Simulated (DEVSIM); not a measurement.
System: abrupt GaAs p-n junction, at 250 K.

Layer 1 from the left is GaAs, thickness (μm) 84.0, Na (cm⁻³) 1.4e15, τn (s) 4.1e-8, τp (s) 4.1e-8. Layer 2 from the left is GaAs, thickness (μm) 0.610, Nd (cm⁻³) 8.9e16, τn (s) 4.1e-8, τp (s) 4.1e-8.

Left contact: ohmic. Right contact: ohmic. Voltage is applied to the left contact. Recombination: SRH at mid-gap, radiative, Auger. Mobility is μmin + (μ − μmin)/(1 + (N/Nref)^α).

Constants are typed, rounded textbook-type inputs, not results; the design itself was drawn at random and stands for no fabricated device. Values at 300 K; Nc and Nv go as T^1.5, mobilities as T to minus their exponent, the gap by Varshni's rule with the affinity fixed.

GaAs: gap (eV) 1.424, affinity (eV) 4.07, permittivity 12.9, Nc (cm⁻³) 4.7e17, Nv (cm⁻³) 9e18, μn (cm²/Vs) 8500, μp (cm²/Vs) 400, μn,min 500, μp,min 20, Nref,n 6e16, Nref,p 1.5e17, αn 0.39, αp 0.38, T exponent of μn 2.1, T exponent of μp 2.2, B (cm³/s) 2e-10, Cn (cm⁶/s) 1e-30, Cp (cm⁶/s) 1e-30, Varshni α (eV/K) 0.000541, Varshni β (K) 204.

Estimate by hand the built-in potential, the peak field at zero bias, the capacitance at -0.6 V, and compare with a numerical solution.


- Built-in potential: ni = √(Nc Nv) exp(−Eg/2kT) = 4150 cm⁻³ with Eg = 1.446 eV; Vbi = kT/q ln(Na Nd/ni²) = 1.233 V; numerical 1.233 V.
- Peak field at zero bias: depletion approximation: W = √(2εVbi/(qN)) = 1.13 μm with N = 1.38e15 cm⁻³; field = 2Vbi/W = 21800 V/cm; numerical 23300 V/cm (estimate below by 6.4 %).
- Capacitance at -0.6 V: C = √(qεN / 2(Vbi + |V|)) = 8.29 nF/cm²; numerical 8.40 nF/cm² (estimate below by 1.3 %).

Simulated with DEVSIM: 1D drift-diffusion, Boltzmann statistics, complete ionisation; no tunnelling, impact ionisation, image-force lowering or self-heating.
